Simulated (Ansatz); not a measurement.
## A self-consistent single point of PdAu3 (I4mm, 4 atoms in the cell) with Ansatz

Method of the run: LDA (PW92), default PAW files made with PBE (plane waves; Ansatz, an electronic-structure program).

Input as run:

Ansatz 0.2 input:
```yaml
crystal:
  lattice:
    - [-2.062863, 2.062863, 4.022663]
    - [2.062863, -2.062863, 4.022663]
    - [2.062863, 2.062863, -4.022663]
  atoms:
    - { symbol: Pd, position_ang: [-0.000000, 0.000000, 0.050002] }
    - { symbol: Au, position_ang: [0.000000, 2.062863, 2.011331] }
    - { symbol: Au, position_ang: [2.062863, 0.000000, 2.011331] }
    - { symbol: Au, position_ang: [0.000000, 0.000000, 4.022663] }
basis:
  ecutwfc: 420.0
kpoints:
  mp_grid: { grid: [11, 11, 11] }
hamiltonian:
  xc: lda
  pseudopotentials: { kind: paw }
scf:
  occupations: { method: fermi_dirac, width: 0.1 }
output:
  forces: true
  eigenvalues: true
  stress: true
```

Output (repeated stretches shortened):

```
WARN ansatz: RAYON_NUM_THREADS=1 ignored (pool sized by the plan → 1); use --threads N
Pseudopotentials: kind: paw
Pseudopotential: Pd, paw, valence charge 18
Pseudopotential: Au, paw, valence charge 19
Crystal: 4 atoms, lattice volume = 68.472 Å³
Basis set: ecut = 420 eV, 1329 PW (Γ)
Bands: 45, of which v1, the nominal top of the filled ones, is band 38 counted from 1 (37 counted from 0)
Symmetry: 8 space group operations
Space group: I4mm (ITA 107), of the structure as read, at distance tolerance 4.1e-5 Å
k-points: 126 of 1331 (time reversal used)
PAW frozen core: Pd, regenerated for the run's functional, and the local potential with it
PAW frozen core: Au, regenerated for the run's functional, and the local potential with it
Initial density: superposition of atomic densities (neutral atoms: chi_scale 0, normalization atom), corrected by the library's trained network
Initial wavefunctions: pseudopotential atomic-orbital guess
Eigensolver: davidson
Functional: x = slater, c = lda
SCF iter   1: F=—  HF=-45439.602941 eV  |F-HF|=—  |Δ(HF+E_count)|=         —  Δρ=1.15e-2  dr2=8.41e-2  ethr=1.77e-3  ⟨swp⟩=5.8  Hψ=19975  notcnv=0  defer=68
all-band conjugate gradients solve this SCF's bands
preconditioner: auto → Kerker (q_TF=auto, 2.770 Å⁻¹)
SCF iter   2: F=—  HF=-45439.590657 eV  |F-HF|=—  |Δ(HF+E_count)|=   1.23e-2  Δρ=5.11e-3  dr2=1.53e-2  ethr=1.12e-4  ⟨swp⟩=1.1  Hψ=6757  notcnv=0  defer=78
SCF iter   3: F=—  HF=-45439.587101 eV  |F-HF|=—  |Δ(HF+E_count)|=   3.56e-3  Δρ=7.43e-4  dr2=3.02e-4  ethr=2.04e-5  ⟨swp⟩=2.2  Hψ=7766  notcnv=0  defer=78
SCF iter   4: F=—  HF=-45439.587048 eV  |F-HF|=—  |Δ(HF+E_count)|=   5.33e-5  Δρ=1.34e-4  dr2=9.25e-6  ethr=4.03e-7  ⟨swp⟩=2.3  Hψ=9208  notcnv=0  defer=78
SCF iter   5: F=—  HF=-45439.587052 eV  |F-HF|=—  |Δ(HF+E_count)|=   3.78e-6  Δρ=3.13e-5  dr2=1.21e-6  ethr=1.23e-8  ⟨swp⟩=1.4  Hψ=6055  notcnv=0  defer=78
SCF iter   6: F=-45439.587051 eV  HF=-45439.587051 eV  |F-HF|=3.65e-8  |Δ(HF+E_count)|=   1.71e-7  Δρ=8.74e-6  dr2=5.93e-8  ethr=1.33e-10  ⟨swp⟩=7.7  Hψ=23785  notcnv=0
SCF 1 converged in 6 iterations: F = -45439.587051 eV  dr2 = 5.93e-8
SCF converged after 6 iterations
Free energy (F): -45439.587051 eV
Harris-Foulkes:  -45439.587051 eV  (|F-HF|=3.65e-8)
Internal energy: -45439.539572 eV  (E = F + TS)
E sigma→0 (E₀):  -45439.563312 eV
Entropy (-TS):   -0.047480 eV (-11.870 meV/atom)
Fermi energy:    18.837937 eV
--- Per-component energies (eV) ---
  E_band       = -849.175832
  E_kinetic    = 2325.026733
  E_local      = -7119.254763  (includes V_loc(G=0)·N_el)
  E_nonlocal   = 467.867806
  E_hartree    = 2972.175850
  E_xc         = -845.779867
  E_vxc        = -1033.724438  (∫ρ·V_xc dr)
  E_paw        = -31893.339312  (= ΣΔE_a)
  E_vpaw       = -1433.459719  (= ΣTr[D̂ρ^β])
  E_aug_tail   = 0.004144  (compensation charges beyond the density's cutoff)
  E_ewald      = -11348.489050
  E_core_change = 2.248887  (= ΣΔE_core)
  E_smearing   = -0.047480  (= −TS)
  E_closure    = -0.000000  (closes the sum)
  Σ components = -45439.587051   (vs F -45439.587051, Δ=0.00e0)
--- Forces (eV/Å), atoms counted from 1 ---
  atom   1  Pd     0.00000000     0.00000000    -0.24935543
  atom   2  Au    -0.00000000    -0.00000000     0.14461352
  atom   3  Au     0.00000000    -0.00000000     0.14461352
  atom   4  Au    -0.00000000    -0.00000000    -0.03988170
  max |Σ_I F_I| component: 1.01e-5 eV/Å
--- Stress (GPa, compression-positive) ---
      -11.991622      -0.000000       0.000000
       -0.000000     -11.991622       0.000000
        0.000000      -0.000000     -12.051067
  P = ⅓ Tr σ = -12.0114 GPa (-120.114 kbar)
  The stress holds the Pulay correction. Without it, at fixed plane waves, as pw.x and ABINIT print it: P = -12.0471 GPa
--- Band table (eV; the first three rows and the last of 126) ---
  k-point 0: bands = ["-86.4136", "-86.3946", "-86.3899", "-64.6697", "-37.8093", "-37.7579", "-37.7579", "-37.7302", "-37.7302", "-37.6977", "-37.6574", "-37.6495", "-37.6495", "-30.4777", "-30.4777", "-30.4604", "9.9469", "12.6412", "12.8729", [...]
  k-point 1: bands = ["-86.4135", "-86.3945", "-86.3902", "-64.6697", "-37.8100", "-37.7560", "-37.7501", "-37.7362", "-37.7308", "-37.6925", "-37.6588", "-37.6569", "-37.6487", "-30.4780", "-30.4777", "-30.4605", "10.1300", "12.7472", "12.9773", [...]
  k-point 2: bands = ["-86.4130", "-86.3942", "-86.3909", "-64.6696", "-37.8126", "-37.7499", "-37.7483", "-37.7332", "-37.7286", "-37.6827", "-37.6763", "-37.6624", "-37.6469", "-30.4786", "-30.4778", "-30.4605", "10.6545", "12.9830", "13.3197", [...]
  k-point 125: bands = ["-86.4117", "-86.3964", "-86.3900", "-64.6697", "-37.7860", "-37.7855", "-37.7546", "-37.7178", "-37.6968", "-37.6853", "-37.6829", "-37.6663", "-37.6646", "-30.4776", "-30.4775", "-30.4617", "12.0451", "12.4340", "12.7722", [...]
```

The run converged in 6 iterations.

The starting cell comes from a database of computed structures (which also holds hypothetical and non-ambient phases and stackings), without a prior relaxation at this level. Its lattice was rescaled by up to half a per cent. One atom was moved a little off its site on purpose. Spin-orbit coupling is off. Spin polarisation is off. With a pressure of about -12 GPa the cell is away from its equilibrium volume at this level. Ansatz's pressure includes its estimate of the finite-basis (Pulay) stress.
